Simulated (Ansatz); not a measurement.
## WSi2, pressure series

The reference is WSi2 (space group I4/mmm, No. 139).

```yaml
crystal:
  lattice:
    - [-1.61458, 1.61458, 3.93362]
    - [1.61458, -1.61458, 3.93362]
    - [1.61458, 1.61458, -3.93362]
  atoms:
    - { symbol: W, position: [0.00000, 0.00000, 0.00000] }
    - { symbol: Si, position: [0.33458, 0.33458, 0.00000] }
    - { symbol: Si, position: [0.66542, 0.66542, 0.00000] }
```

Cell and atoms are relaxed at each pressure.

All numbers come from DFT with PBE, PAW potentials and a 420 eV plane-wave cutoff in Ansatz (a first-principles code), spin-orbit coupling left out.

Notes on the quantities. enthalpy: H = E + PV relative to the base's energy.

| variant | enthalpy | density | shortest interatomic distance |
|---|---|---|---|
| base | – | 9.72 g/cm³ | 2.603 Å |
| pressure −2 GPa | -0.17 eV/atom | 9.63 g/cm³ | 2.607 Å |
| pressure −1 GPa | -0.09 eV/atom | 9.67 g/cm³ | 2.605 Å |
| pressure 3 GPa | +0.25 eV/atom | 9.85 g/cm³ | 2.596 Å |
| pressure 7 GPa | +0.59 eV/atom | 10.01 g/cm³ | 2.588 Å |
| pressure 15 GPa | +1.24 eV/atom | 10.32 g/cm³ | 2.573 Å |
| pressure 30 GPa | +2.42 eV/atom | 10.83 g/cm³ | 2.534 Å |
| pressure 50 GPa | +3.91 eV/atom | 11.43 g/cm³ | 2.483 Å |
| pressure 75 GPa | +5.67 eV/atom | 12.07 g/cm³ | 2.433 Å |
| pressure 100 GPa | +7.35 eV/atom | 12.63 g/cm³ | 2.391 Å |

Load acts through the strain it causes; cell and atoms are relaxed under it. No phonon test of stability was made. No other phases were tried under pressure. The final runs are not spin-polarised.
